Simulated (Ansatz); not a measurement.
The parent structure is Sn in the diamond structure (space group Fd-3m, No. 227; a = 6.540 Å; relaxed with 0.1 eV smearing). Axes: x, y, z lie along the cube axes.

Method: plane-wave PAW DFT at the PBEsol level (Ansatz, a quantum-chemistry and plane-wave program, 420 eV), without spin-orbit coupling.

Before the change:

| Quantity | Result |
|---|---|
| Volume per atom | 34.97 Å³ |

The change: biaxial strain +2.50 %, plane normal [111], relaxed out of plane (Cartesian); in-plane vectors clamped, the third vector and the atoms free.

What happens to the volume per atom?

The volume per atom rises by 1.22 Å³ to 36.19 Å³.

Estimate the effect on the energy relative to the base.

The energy grows by 11 meV/atom.

Stability against distortions was not tested.
